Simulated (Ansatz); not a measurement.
The parent structure is GaAs in the rock salt structure (space group Fm-3m, No. 225; a = 5.303 Å; a hypothetical phase, not in the database extracts checked).

Computed with PBEsol (Ansatz, a program for electronic structure, PAW, scalar-relativistic without spin-orbit coupling).

Before the change:

- Lattice parameter a = 5.303 Å

One thing is altered: a hydrostatic pressure of 1.5 GPa.

Question: How does this affect the lattice parameter a?

Answer: The lattice parameter a decreases by 0.0308 Å, from 5.303 Å to 5.273 Å.

Load acts through the strain it causes; cell and atoms are relaxed under it. Stability against distortions was not tested. The final runs are not spin-polarised.
